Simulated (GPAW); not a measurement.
```
CELL_PARAMETERS angstrom
      0.00000     2.96450     2.96450
      2.96450     0.00000     2.96450
      2.96450     2.96450     0.00000
ATOMIC_POSITIONS crystal
  Cu 0.00000 0.00000 0.00000
  I  0.25000 0.25000 0.25000
```

Computed with PBE, GPAW PAW datasets PBE (gpaw-data 1.0.1) (plane waves; GPAW).

The set-up and first iterations of a GPAW log for CuI (F-43m, 2 atoms in the cell):

```
Input parameters:
  convergence: {bands: -4,
                forces: 0.001}
  kpts: [5 5 5]
  maxiter: 150
  mode: {ecut: 850,
         name: pw}
  nbands: -6
  occupations: {name: fermi-dirac,
                width: 0.01}
  symmetry: {symmorphic: False,
             tolerance: 0.0005}
  xc: PBE

species:
  Cu:
    name: Copper
    Z: 29.0
    valence: 11
    core: 18
    charge: 0.0
    file: Cu.PBE.gz

    # Using partial waves for Cu as LCAO basis

  I:
    name: Iodine
    Z: 53.0
    valence: 7
    core: 46
    charge: 0.0
    file: I.PBE.gz

    # Using partial waves for I as LCAO basis

Reference energy: -238562.247507  # eV

Spin-paired calculation

Convergence criteria:
 Maximum [total energy] change in last 3 cyles: 0.0005 eV / valence electron
 Maximum integral of absolute [dens]ity change: 0.0001 electrons / valence electron
 Maximum integral of absolute [eigenst]ate change: 4e-08 eV^2 / valence electron
   [... lines left out ...]
  Pulay-stress correction: 0.000000 eV/Ang^3 (de/decut=0.000000)

Occupation numbers: Fermi-Dirac:
  width: 0.0100  # eV

Eigensolver

Densities:
  Coarse grid: 30*30*30 grid
  Fine grid: 60*60*60 grid
  Total Charge: 0.000000

Density mixing:
  Method: separate
  Backend: pulay
  Linear mixing parameter: 0.05
  old densities: 5
  Damping of long wavelength oscillations: 50

Hamiltonian:
  XC and Coulomb potentials evaluated on a 60*60*60 grid
  External potential:
    NoExternalPotential

XC parameters: PBE with 2 nearest neighbor stencil

Number of atoms: 2
Number of atomic orbitals: 13
Number of bands in calculation: 15
Number of valence electrons: 18
Bands to converge: 11

Density initialized from atomic densities
  13 bands from LCAO basis set
  2 bands from random numbers

Atomic positions and initial magnetic moments

Positions:
   0 Cu     0.000000    0.000000    0.000000    ( 0.0000,  0.0000,  0.0000)
   1 I      1.482250    1.482250    1.482250    ( 0.0000,  0.0000,  0.0000)

Unit cell:
           periodic     x           y           z      points  spacing
  1. axis:    yes    0.000000    2.964500    2.964500    30     0.1141
  2. axis:    yes    2.964500    0.000000    2.964500    30     0.1141
  3. axis:    yes    2.964500    2.964500    0.000000    30     0.1141

  Lengths:   4.192436   4.192436   4.192436
  Angles:   60.000000  60.000000  60.000000

Effective grid spacing dv^(1/3) = 0.1245
     iter     time        total  log10-change:
                         energy   eigst   dens  force
iter:   1 --:--:--    -5.651398   +0.83
iter:   2 --:--:--    -5.572457   -1.07  -1.45
iter:   3 --:--:--    -5.792095   -0.64  -1.49
iter:   4 --:--:--    -5.701550   -2.96  -1.62
iter:   5 --:--:--    -5.599453   -0.65  -1.64
iter:   6 --:--:--    -5.438673   -1.22  -1.80
iter:   7 --:--:--    -5.437082   -3.16  -2.36
iter:   8 --:--:--    -5.435837c  -5.12  -2.35
iter:   9 --:--:--    -5.427862   -2.10  -2.36
iter:  10 --:--:--    -5.429279c  -3.62  -2.61
iter:  11 --:--:--    -5.427809c  -4.75  -2.54
iter:  12 --:--:--    -5.424329c  -3.58  -2.59
iter:  13 --:--:--    -5.423424c  -3.73  -2.85
iter:  14 --:--:--    -5.424959c  -3.54  -3.07
iter:  15 --:--:--    -5.423512c  -3.33  -2.77
iter:  16 --:--:--    -5.423467c  -4.26  -3.28
```

Question: Will this run converge, and how will it end?

Answer: The run converged in 25 iterations. Its thresholds were met; that alone does not show that basis and mesh suffice. It ends on: free energy E − TS (from the program's reference atoms) -5.4234 eV; top of the valence band (on the code's own zero) 5.23 eV; gap on the k-point mesh 1.33 eV; pressure 4.37 GPa. The log goes on:

```
iter:  17 --:--:--    -5.423414c  -5.12  -3.37
iter:  18 --:--:--    -5.423417c  -6.18  -3.58
iter:  19 --:--:--    -5.423421c  -5.35  -3.63
iter:  20 --:--:--    -5.423417c  -6.45  -4.03c
iter:  21 --:--:--    -5.423418c  -7.26  -4.26c
iter:  22 --:--:--    -5.423424c  -5.68  -4.37c
iter:  23 --:--:--    -5.423417c  -5.98  -4.01c
iter:  24 --:--:--    -5.423417c  -8.63c -4.79c
iter:  25 --:--:--    -5.423417c  -7.89c -4.82c -16.32c
Converged after 25 iterations.

Dipole moment: (-5.428919, -5.428919, -5.428919) |e|*Ang

Energy contributions relative to reference atoms: (reference = -238562.247507)

Kinetic:         +4.441180
Potential:       -4.402257
External:        +0.000000
XC:              -5.502228
Entropy (-ST):   -0.000000
Local:           +0.039888
SIC:             +0.000000
--------------------------
Free energy:     -5.423417
Extrapolated:    -5.423417

Showing only first 2 kpts
 Kpt  Band  Eigenvalues  Occupancy
  0     7      5.23021    2.00000
  0     8      5.23021    2.00000
  0     9      6.55562    0.00000
  0    10     10.04221    0.00000

  1     7      4.47511    2.00000
  1     8      4.47511    2.00000
  1     9      8.42260    0.00000
  1    10      8.77822    0.00000

Fermi level: 6.19750

Gap: 1.325 eV
Transition (v -> c):
  (s=0, k=0, n=8, [0.00, 0.00, 0.00]) -> (s=0, k=0, n=9, [0.00, 0.00, 0.00])
No difference between direct/indirect transitions
Energy (eV): -5.423417

Forces in eV/Ang:
  0 Cu   -0.00000    0.00000    0.00000
  1 I     0.00000    0.00000   -0.00000

Stress tensor:
    -0.027258     0.000000    -0.000000
     0.000000    -0.027258     0.000000
    -0.000000     0.000000    -0.027258
Stress (GPa, Voigt): [-4.3672 -4.3672 -4.3672  0.     -0.      0.    ]
```

For comparison: a first run was changed to give this one (lattice scaled by 0.98), and from it to this one the free energy goes up by 28.7 meV/atom, the pressure goes from 1.18 to 4.37 GPa and the gap on the mesh goes from 1.156 to 1.325 eV.

The starting cell has typed, rounded lattice constants, without a prior relaxation at this level. For this run, on top of that: lattice scaled by 0.98. Spin-orbit coupling is off. With a pressure of about 4 GPa the cell is away from its equilibrium volume at this level.

The run was DFT PBE, plane waves, GPAW PAW datasets PBE (gpaw-data 1.0.1). Main settings of its input:

| setting | value |
|---|---|
| mode | pw |
| ecut | 850 eV |
| xc | PBE |
| kpts | 5 5 5 |
| mesh shift (steps) | 0 0 0 |
| occupations.name | fermi-dirac |
| occupations.width | 0.01 eV |
| nbands | -6 |
| convergence.forces | 0.001 eV/Å |
| convergence.bands | -4 |
| symmetry.symmorphic | false |
| symmetry.tolerance | 0.0005 |
